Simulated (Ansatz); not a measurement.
For Pd3InN (model structure, started from the Ni3MgC type, Pm-3m, No. 221, 5 atoms in the cell), LDA (PAW; Ansatz, an electronic-structure program) gives:

lattice parameter a: 4.107 Å
bulk modulus B0: 203 GPa
cohesive energy: 4.93 eV/atom

What does PBE in Ansatz (plane waves, PAW) give for the same quantities?


- lattice constant a: 4.209 Å (rises by 2.5 %)
- bulk modulus: 157 GPa (falls by 23 %)
- cohesive energy: 3.71 eV/atom (drops by 1.22 eV/atom)

Changes are worked out from the printed values.

Unless a cell is named, each level is at its own relaxed cell (LDA 13.86, PBE 14.91 Å³/atom).

Levels without +SOC leave out spin–orbit coupling, which shifts energies and cells of such heavy elements.

Caveats: the bulk modulus is −V dP/dV from two relaxed cells at ±2 % in volume (LDA, PBE). Ansatz's density-functional and Hartree–Fock values are scalar-relativistic unless marked +SOC, with PAW data made under PBE.

A model structure was made by putting elements into a prototype or built by hand; it is no filed structure, need not be a known phase, and can be a saddle point held by its symmetry.
